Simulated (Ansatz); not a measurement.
System: CsCl-type LiF (model structure). Method: LDA in Ansatz (plane waves, PAW).

Numerical settings: plane-wave cutoff 500 eV, 12×12×12 k mesh, gaussian smearing 0.02 eV, scalar-relativistic PAW data made under PBE.

Cell (relaxed at this level):

```cif
data_FLi
_chemical_formula_sum 'Li1 F1'
_space_group_name_H-M_alt 'P 1'
_space_group_IT_number 1
_cell_length_a 2.46603
_cell_length_b 2.46603
_cell_length_c 2.46603
_cell_angle_alpha 90.000
_cell_angle_beta 90.000
_cell_angle_gamma 90.000
loop_
_space_group_symop_operation_xyz
  'x, y, z'
loop_
_atom_site_label
_atom_site_type_symbol
_atom_site_fract_x
_atom_site_fract_y
_atom_site_fract_z
_atom_site_occupancy
Li1 Li 0.00000 0.00000 0.00000 1
F1 F 0.50000 0.50000 0.50000 1
```

**Question.** Estimate the band gap that the calculation returns.

**Answer.** 
band gap: 8.29 eV (on the SCF k mesh)

Note: the relaxation could raise the start's symmetry but not lower it, so the cell can be a saddle point.

Static lattice: no zero-point or thermal effects.

A model structure was made by putting elements into a prototype or built by hand; it is no filed structure, need not be a known phase, and can be a saddle point held by its symmetry.

Ansatz is an electronic-structure program.
